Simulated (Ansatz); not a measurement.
The starting structures come from a database of crystals and need not be the phases stable at ambient conditions.

# Evanescent states of GaS (R-3m, 4 atoms a cell, 21.6 Å³ an atom) along the normal of (101)

Calculation: PBEsol (plane waves, PAW; Ansatz, a quantum-chemistry and plane-wave program).

No gap correction and no spin-orbit coupling; mid-gap is the computed energy nearest the middle.

Energies count from the valence-band top; κ is the least over a 8×4 mesh across the current.

| E (eV) | κ (1/Å) | where |
|---|---|---|
| 0.04 | 0.127 | off Γ |
| 0.12 | 0.161 | off Γ |
| 0.20 | 0.165 | off Γ |
| 0.28 | 0.165 | off Γ |
| 0.36 | [?] | off Γ |
| 0.44 | 0.161 | off Γ |
| 0.52 | [?] | off Γ |
| 0.60 | [?] | off Γ |
| 0.68 | [?] | off Γ |
| 0.76 | [?] | off Γ |
| 0.84 | [?] | off Γ |
| 0.92 | [?] | off Γ |
| 1.00 | [?] | off Γ |
| 1.08 | 0.108 | off Γ |
| 1.16 | 0.094 | off Γ |
| 1.24 | 0.076 | off Γ |
| 1.32 | 0.050 | off Γ |

Complete the blanks.


- 0.36, κ (1/Å): 0.164
- 0.52, κ (1/Å): 0.158
- 0.60, κ (1/Å): 0.154
- 0.68, κ (1/Å): 0.149
- 0.76, κ (1/Å): 0.144
- 0.84, κ (1/Å): 0.137
- 0.92, κ (1/Å): 0.129
- 1.00, κ (1/Å): 0.120
